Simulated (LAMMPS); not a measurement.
LAMMPS 22 Jul 2025, classical MD, Tersoff (SiC.tersoff): SiC, 21952 atoms.

```yaml
task: MD, nve
potential: Tersoff, SiC.tersoff
copies_of_the_repeat_unit: 14×14×14
shape (slab and sphere leave vacuum in the box): slab
temperature: 800 K
steps: 1500
timestep: 1 fs
neighbor_skin: 2 Å
neigh_modify: every 1 delay 0 check yes
thermo: 100
newton: on (default)
atom_modify sort (bins of 2 Å where set): 1000 (default)
comm_style: brick (default)
box: 61.0 × 61.0 × 183.1 Å, the slab in its lowest third along z, the rest vacuum
start: generated zinc blende lattice, warmed in an untimed run
compared_values: energy and forces of the first step, drift over the run
```

Hardware: Arm Neoverse V2, 96 cores on 1 socket, no SMT, 1 L3 cache group.

Each time is the median wall time of two to five repeats, run one at a time on the otherwise empty machine; start-up is included. Unless noted, each process is bound to its own block of adjacent cores. The times hold for this build (PyPI wheel: MPICH, OPENMP and OPT packages). Scratch files lie in a memory file system. A preparatory run goes ahead and isn't timed.

First run (64 ranks, balance = none (default), suffix = none (plain styles) (default), processors = * * * (default)):

```
Loop time of 2.77743 on 64 procs for 1500 steps with 21952 atoms

Performance: 46.662 ns/day, 0.514 hours/ns, 540.067 timesteps/s, 11.856 Matom-step/s
88.0% CPU use with 64 MPI tasks x 1 OpenMP threads

MPI task timing breakdown:
Section |  min time  |  avg time  |  max time  |%varavg| %total
---------------------------------------------------------------
Pair    | 0.00016205 | 0.86653    | 2.6423     | 121.4 | 31.20
Neigh   | 0          | 0          | 0          |   0.0 |  0.00
Comm    | 0.00024084 | 0.50646    | 2.6557     | 123.5 | 18.23
Output  | 0.00033173 | 0.015081   | 0.029698   |  11.9 |  0.54
Modify  | 0.00017477 | 0.0034985  | 0.010283   |   7.1 |  0.13
Other   |            | 1.386      |            |       | 49.90

Nlocal:            343 ave        1028 max           0 min
Histogram: 40 0 0 0 0 0 8 0 0 16
Nghost:        709.625 ave        2193 max           0 min
Histogram: 32 0 8 0 0 8 0 1 7 8
Neighs:              0 ave           0 max           0 min
Histogram: 64 0 0 0 0 0 0 0 0 0
FullNghs:      15312.4 ave       47282 max           0 min
Histogram: 40 0 0 0 0 0 8 0 0 16

Total # of neighbors = 979992
Ave neighs/atom = 44.642493
Neighbor list builds = 0
Dangerous builds = 0
```

Second run:

```
Loop time of 1.02663 on 64 procs for 1500 steps with 21952 atoms

Performance: 126.238 ns/day, 0.190 hours/ns, 1461.093 timesteps/s, 32.074 Matom-step/s
91.6% CPU use with 64 MPI tasks x 1 OpenMP threads

MPI task timing breakdown:
Section |  min time  |  avg time  |  max time  |%varavg| %total
---------------------------------------------------------------
Pair    | 0.73056    | 0.84425    | 0.91572    |   4.7 | 82.23
Neigh   | 0.007035   | 0.008788   | 0.0095877  |   0.7 |  0.86
Comm    | 0.075857   | 0.14789    | 0.26736    |  11.9 | 14.41
Output  | 0.00036328 | 0.00052825 | 0.00096742 |   0.0 |  0.05
Modify  | 0.0034124  | 0.0036334  | 0.0038892  |   0.2 |  0.35
Other   |            | 0.02154    |            |       |  2.10

Nlocal:            343 ave         362 max         322 min
Histogram: 1 5 7 4 11 12 7 5 8 4
Nghost:         1341.3 ave        1483 max         930 min
Histogram: 8 0 0 0 0 0 0 21 25 10
Neighs:              0 ave           0 max           0 min
Histogram: 64 0 0 0 0 0 0 0 0 0
FullNghs:        15312 ave       16651 max       12473 min
Histogram: 3 3 1 1 2 3 13 17 11 10

Total # of neighbors = 979966
Ave neighs/atom = 44.641308
Neighbor list builds = 16
Dangerous builds = 0
```

Problem. Which of these changes turns the first timing block into the second?
(A) processors = 4 4 4
(B) 8 ranks × 8 threads, suffix = omp
(C) processors = 1 1 64
(D) balance = fix b all balance 200 1.1 shift xyz 10 1.05 weight time 0.8

Solution. D, balance = fix b all balance 200 1.1 shift xyz 10 1.05 weight time 0.8. The largest move is in other (Other): 1.4 s to 0.022 s. The slowest rank's pair time is 3.05 times the mean in the first run and 1.08 times in the second; the others wait. The other changes gave 3.0 s (8 ranks × 8 threads, suffix = omp), 3.5 s (processors = 1 1 64), 3.0 s (processors = 4 4 4), against 1.3 s here and 3.0 s at first.
